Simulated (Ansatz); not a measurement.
Habitual settings against a tight run: a (100) slab of ZnAu (cut from a parent of space group no. 221; 6 atoms in the cell)

Self-consistent single point.

```
CELL_PARAMETERS angstrom
      3.18060     0.00000     0.00000
      0.00000     3.18060     0.00000
      0.00000     0.00000    21.87510
ATOMIC_POSITIONS crystal
  Zn 0.50000 0.50000 0.32000
  Zn 0.50000 0.50000 0.46400
  Zn 0.50000 0.50000 0.60800
  Au 0.00000 0.00000 0.39200
  Au 0.00000 0.00000 0.53600
  Au 0.00000 0.00000 0.68000
```

Method of the run: PBEsol, default PAW files made with PBE (plane waves; Ansatz, a first-principles code).

Base settings: basis.ecutwfc = 30.9 Ry; kpoints.mp_grid.grid = 7 7 1; hamiltonian.xc = pbesol; hamiltonian.pseudopotentials = {kind: paw} (the program's default PAW files); scf.occupations.method = cold; scf.occupations.width = 0.0147 Ry; efield.axis = 3; efield.dipole_correction = true.

Tight run (finer mesh or higher cutoff; not a proven limit): basis.ecutwfc: 30.9 Ry → 43.4 Ry; kpoints.mp_grid.grid: 7 7 1 → 10 10 1; scf.convergence.dr2_threshold: default (1e-07 eV) → 1e-09 eV. It gave Fermi level (on the code's own zero) 4.52 eV; largest force (vector length) 0.742 eV/Å.

Quick runs, as changes from the base:
- A: the base itself
- B: basis.ecutwfc: 30.9 Ry → 18.4 Ry; kpoints.mp_grid.grid: 7 7 1 → 6 6 1
- C: basis.ecutwfc: 30.9 Ry → 18.4 Ry; kpoints.mp_grid.grid: 7 7 1 → 3 3 1; hamiltonian.xc: pbesol → lda [LDA (PW92)]
- D: kpoints.mp_grid.grid: 7 7 1 → 4 4 1
- E: basis.ecutwfc: 30.9 Ry → 18.4 Ry; kpoints.mp_grid.grid: 7 7 1 → 1 1 1
- F: basis.ecutwfc: 30.9 Ry → 24.6 Ry; kpoints.mp_grid.grid: 7 7 1 → 6 6 1; scf.occupations.method: cold → methfessel_paxton; scf.occupations.width: 0.0147 Ry → 0.01 Ry

Energies are extrapolated to zero smearing width, which holds to low order in the width alone.

Dashes: energy of C, another energy zero.

† marks runs with another functional, U, potentials or spin treatment: their distance from the tight run is not a convergence error alone.

The count of work is k-points × plane waves × bands × iterations; it is no time. 

The starting cell comes from a database of computed structures (which also holds hypothetical and non-ambient phases and stackings), without a prior relaxation at this level. The slab is cut from that crystal, and its faces are unrelaxed. Its lattice was rescaled in the plane by a random factor within 2.5 % of one.

```
run  energy less tight (meV/atom)  largest miss in a force vector (eV/Å)  count of work / tight
---  ----------------------------  -------------------------------------  ---------------------
A                            -3.5                                  0.136                   0.24
B                          1210.7                                  0.418                   0.12
C†                              –                                  0.489                  0.045
D                           -28.5                                  0.243                   0.16
E                         -1418.5                                  2.667                  0.023
F                            16.1                                  0.125                   0.19
```

Among the runs at the tight run's level, the energy misses run from 3.5 to 1418.5 meV/atom.

Keys are those of Ansatz 0.2.
